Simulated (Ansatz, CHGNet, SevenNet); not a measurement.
**Equilibrium lattice constant a of ZrN (model structure, started from the NbAs type, I4₁md, No. 109, 4 atoms in the cell) at several levels of theory**

No measured value is used here.

| level (code) | value (Å) |
|---|---|
| CHGNet 0.3.0 | 3.015 |
| SevenNet-0 | 3.025 |
| SevenNet-l3i5 | 3.033 |
| LDA (Ansatz) | [?] |
| PBE (Ansatz) | 3.000 |
| PBEsol (Ansatz) | [?] |
| PBE-D3(BJ) (Ansatz) | 2.976 |

**Question.** Complete the blanks.

**Answer.** 
- LDA (Ansatz, a program for electronic structure), value (Å): 2.949
- PBEsol (Ansatz), value (Å): 2.970

Ansatz's density-functional and Hartree–Fock values are scalar-relativistic unless marked +SOC, with PAW data made under PBE.

Machine-learned potentials (CHGNet 0.3.0, SevenNet-0, SevenNet-l3i5) are trained on DFT data: a solid inside that data is no test of them.

A model structure was made by putting elements into a prototype or built by hand; it is no filed structure, need not be a known phase, and can be a saddle point held by its symmetry.
